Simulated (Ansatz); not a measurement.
TaRu₃ (Pm-3m, No. 221, 4 atoms in the cell; start mp-867816), treated with LDA (Ansatz, a first-principles code, PAW).

Run with plane-wave cutoff 520 eV, 14×14×14 k mesh, Fermi–Dirac smearing 0.05 eV, no spin polarisation, scalar-relativistic PAW data made under PBE.

Cell (relaxed at this level):

```cif
data_Ru3Ta
_chemical_formula_sum 'Ta1 Ru3'
_space_group_name_H-M_alt 'Pm-3m'
_space_group_IT_number 221
_space_group_name_Hall '-P 4 2 3'
_cell_length_a 3.82965
_cell_length_b 3.82965
_cell_length_c 3.82965
_cell_angle_alpha 90.000
_cell_angle_beta 90.000
_cell_angle_gamma 90.000
loop_
_atom_site_label
_atom_site_type_symbol
_atom_site_symmetry_multiplicity
_atom_site_Wyckoff_symbol
_atom_site_fract_x
_atom_site_fract_y
_atom_site_fract_z
_atom_site_occupancy
Ta1 Ta 1 b 0.50000 0.50000 0.50000 1
Ru1 Ru 3 d 0.00000 0.00000 0.50000 1
```

Task: Predict the bulk modulus B0.

Result: 
- bulk modulus B0: 322 GPa

Note: the run has no spin polarisation, so it can have missed a magnetic state; the bulk modulus is −V dP/dV from two relaxed cells at ±2 % in volume; the relaxation could not lower the start's symmetry, so the cell can be a saddle point above a distorted one.

Spin–orbit coupling is not included.

Cost on a shared machine: about 100 core-seconds (a rough figure).

A start named mp-… is a Materials Project structure, which need not be a measured phase.
